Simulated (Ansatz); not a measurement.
Consider the following.

```xyz
2
Lattice="0.0000 2.7178 2.7178 2.7178 0.0000 2.7178 2.7178 2.7178 0.0000" Properties=species:S:1:pos:R:3 pbc="T T T"
Se     0.0000     0.0000     0.0000
Mg     2.7178     2.7178     2.7178
```

No spin polarisation.

Computed with PBE in Ansatz (plane waves to 420 eV, PAW, no spin-orbit coupling), earlier PAW set. Γ-centred 10×10×10 mesh, Fermi–Dirac width 0.05 eV.

### Question
Estimate the electron mass.

### Answer
0.49 mₑ along k, 0.24 mₑ across (at X).

### Question
Predict the pressure.

### Answer
2.62 GPa.

### Question
Estimate the hole mass (degenerate bands, along [100]).

### Answer
0.17, 0.78, 0.78 mₑ (at Γ).

The levels and masses belong to the bands next to the band gap. The cells carry an imposed strain or load. Effective masses come from finite differences of ±0.01 Å⁻¹. Along k means along the line from Γ to the band edge. Whether these cells are dynamically stable was not tested. The cell was made from MgSe in the rock salt structure (space group Fm-3m, No. 225) by this change: isotropic strain −1.32 %.

Ansatz is an electronic-structure program.
